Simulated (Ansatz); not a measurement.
# What pressure 7.5 GPa does to C

The reference is C in the graphite type structure (space group P6_3/mmc, No. 194; a = 2.455 Å, c = 6.671 Å; layered, stacked along the Cartesian z axis).

It is then changed as follows: cell and atoms relaxed at a pressure of 7.5 GPa.

Calculations: r2SCAN+rVV10 (Ansatz, a first-principles code; PAW; 500 eV plane waves; spin-orbit coupling left out), earlier PAW set. Settings: 15×15×5 k-points, 0.05 eV Fermi–Dirac smearing.

| quantity | base | changed | shift |
|---|---|---|---|
| volume per atom | 8.71 Å³ | 7.78 Å³ | -0.921 Å³ |
| lattice parameter a | 2.455 Å | 2.441 Å | -0.014 Å |
| c/a ratio | 2.717 | 2.471 | -0.246 |
| shortest interatomic distance | 1.418 Å | 1.410 Å | -0.008 Å |
| enthalpy H = E + PV relative to the base's energy | – | +0.38 eV/atom | – |
| band gap | zero | zero | – |

The mesh was chosen for an insulator and is coarse for the gapless case. Load acts through the strain it causes; cell and atoms are relaxed under it. No phonon test of stability was made. No other phases were tried under pressure.
